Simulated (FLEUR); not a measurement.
FLEUR run on Al (Fm-3m, 1 atom in the cell): self-consistent single point.

Level of theory: PBE, all-electron FLAPW (FLEUR), scalar-relativistic valence run with FLEUR.

The change in words: lattice scaled by 0.98. Reference geometry:
```xyz
1
Lattice="0.0000 2.0152 2.0152 2.0152 0.0000 2.0152 2.0152 2.0152 0.0000" Properties=species:S:1:pos:R:3 pbc="T T T"
Al     0.0000     0.0000     0.0000
```

Reference input (self-consistent single point, DFT, PBE, all-electron FLAPW (FLEUR), scalar-relativistic valence): Kmax = 4 1/bohr; GmaxXC = 16 1/bohr; xcFunctional = pbe; jspins = 1; l_soc = F; mode = hist; fermiSmearingEnergy = 0.00367493 Htr; mesh (inpgen div1-3) = 10 10 10; inpgen gamma flag = true; Gmax = 16 1/bohr; numbands = 0; maxIterBroyd = 99. This run's input differs from it in these lines:

```diff
@@ -3,5 +3,5 @@
 &input film=f /
--0.0000000000 2.0152240000 2.0152240000
-2.0152240000 -0.0000000000 2.0152240000
-2.0152240000 2.0152240000 -0.0000000000
+0.0000000000 1.9749200000 1.9749200000
+1.9749200000 -0.0000000000 1.9749200000
+1.9749200000 1.9749200000 0.0000000000
 1.8897261246
@@ -42,5 +42,5 @@
          <bravaisMatrix>
-            <row-1>    0.0000000000000000     3.8082214397209100     3.8082214397209100</row-1>
-            <row-2>    3.8082214397209100     0.0000000000000000     3.8082214397209100</row-2>
-            <row-3>    3.8082214397209100     3.8082214397209100     0.0000000000000000</row-3>
+            <row-1>    0.0000000000000000     3.7320579179950317     3.7320579179950317</row-1>
+            <row-2>    3.7320579179950317     0.0000000000000000     3.7320579179950317</row-2>
+            <row-3>    3.7320579179950317     3.7320579179950317     0.0000000000000000</row-3>
          </bravaisMatrix>
```

Output (repeated stretches shortened):

```
 Iteration:     1   Distance:       4.08490264 me/bohr^3
 Iteration:     2   Distance:       3.86649576 me/bohr^3
 Iteration:     3   Distance:       1.13357740 me/bohr^3
 Iteration:     4   Distance:       0.20686835 me/bohr^3
 Iteration:     5   Distance:       0.10818442 me/bohr^3
 Iteration:     6   Distance:       0.00631068 me/bohr^3
 Iteration:     7   Distance:       0.00583400 me/bohr^3
 Iteration:     8   Distance:       0.00015842 me/bohr^3
 Iteration:     9   Distance:       0.00007365 me/bohr^3
 Iteration:    10   Distance:       0.00000314 me/bohr^3
 Run finished successfully
 Stop message:
   Structural relaxation: Done

[file out, last iteration]
             iter=     11
[...]
          total density-effective poten   -3.7237544384E+02
          total charge density-energy d   -1.8658389724E+01
 Updated energy parameters for spin:           1
[...]
 fermi energy and band-weighting factors:

[...]
FERMIE:
          first approx. to ef    (T=0)  :   0.316428 htr   (energy of the highest occ. eigenvalue)
          number of occ. states  (T=0)  :         69
          first approx. to seigv (T=0)  :   0.440155 htr
          sum of weights of occ. states :   1.507000
          sum of semicore charge        :   0.000000 e
FERHIS:  Fermi-Energy by histogram:
          bandgap                     :   0.004532 htr
   [... lines left out ...]
          charge neutrality (T=0)     :   0.014000    (zero if the highest occ. eigenvalue is "entirely" occupied)
     EF_NEWTON:  Adjust Fermi-Energy by Newton-Method.
 Direct bandgap for spin            1 :    2.5513754442108794E-002  Htr
   [... lines left out ...]
 ---->    (input%tkb*entropy) TS=              0.0006739424 htr
 ---->    free energy=                      -242.8213004646 htr
      extrapolation for T->0
 ---->    total electron energy=            -242.8209634934 htr
 ***** TOTAL FORCES ON ATOMS *****
 TOTAL FORCE FOR ATOM TYPE=  1  X=  0.000   Y=  0.000   Z=  0.000
                       FX_TOT= 0.000000 FY_TOT= 0.000000 FZ_TOT= 0.000000
 Structural relaxation: Done
```

The run converged in 10 iterations. FLEUR gives forces in its relaxation mode, with a further iteration, so its stop message speaks of a relaxation. Against the reference run the free energy goes up by 19.0 meV/atom.

The starting cell comes from a database of computed structures (which also holds hypothetical and non-ambient phases and stackings), without a prior relaxation at this level. Its lattice was rescaled by a random factor within 2.5 % of one. For this run, on top of that: lattice scaled by 0.98. Values depend on the basis (sphere radii, cutoffs, local orbitals), which need not be converged. The log's line on a gap gives a spacing of levels on this mesh, which the program prints for metals too.
